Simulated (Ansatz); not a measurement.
## Ta under a change: x(Re) = 0.75, 4 atoms, P4/mmm

Consider Ta in the bcc (W type) structure (space group Im-3m, No. 229; a = 3.2819 Å).

The other end (x = 1) is Re in the bcc (W type) structure (space group Im-3m, No. 229; a model cell, its experimental status unchecked): 14.68 Å³/atom, gap zero; this end may not be an ambient phase.

Modification: a fraction x = 0.75 of the Ta sites is given to Re, ordered in a cell of 4 atoms (starting symmetry P4/mmm) and fully relaxed.

All numbers come from Ansatz (a first-principles code), PBEsol, PAW, cutoff 420 eV, without spin-orbit coupling. Settings: 11×11×15 k-points, 0.05 eV Fermi–Dirac smearing, for the changed cell.

* **Volume per atom**: 15.27 Å³ (base 17.68 Å³)
* **Density**: 20.10 g/cm³ (base 17.00 g/cm³)
* **Shortest interatomic distance**: 2.707 Å (base 2.842 Å)
* **Band gap**: zero (base zero)
* **Mixing energy**: -0.26 eV/atom (to 0.01 eV only: unlike meshes or grids) (against an end that may be hypothetical)

Cost of the whole job for the changed cell (relaxation, final SCF and bands): very roughly 50 core-seconds.

These are small ordered cells, not random alloys; other orderings at the same x differ. Whether these cells are dynamically stable was not tested. All final runs are without spin polarisation. This is not the structure that Re has at room temperature and ambient pressure.
